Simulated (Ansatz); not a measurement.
**Ti3Al: Al → Cd**

Consider Ti3Al (space group P6_3/mmc, No. 194; a = 5.7471 Å, c = 4.6315 Å).

It is then changed as follows: every Al is replaced by Cd, then cell and atoms are relaxed.

All numbers come from Ansatz (an electronic-structure program), r2SCAN, PAW, cutoff 500 eV, no spin-orbit coupling. Γ-centred 9×9×10 mesh, Fermi–Dirac width 0.05 eV, for the changed cell.

```
quantity                                     base             changed        shift
-----------------------------  ------------------  ------------------  -----------
volume per atom                          16.56 Å³            17.78 Å³     +1.22 Å³
density                                4.28 g/cm³          5.98 g/cm³  +1.70 g/cm³
c/a ratio                                   0.806               0.824       +0.018
space group                    P6_3/mmc (No. 194)  P6_3/mmc (No. 194)            –
shortest interatomic distance             2.813 Å             2.913 Å     +0.100 Å
band gap                                     zero                zero            –
```

No phonon test of stability was made. As relaxed here, Ti3Cd is a hypothetical phase, not in the database extracts checked. All final runs are without spin polarisation. Ti3Cd has a high density of states at the Fermi level and may be magnetic at this level.
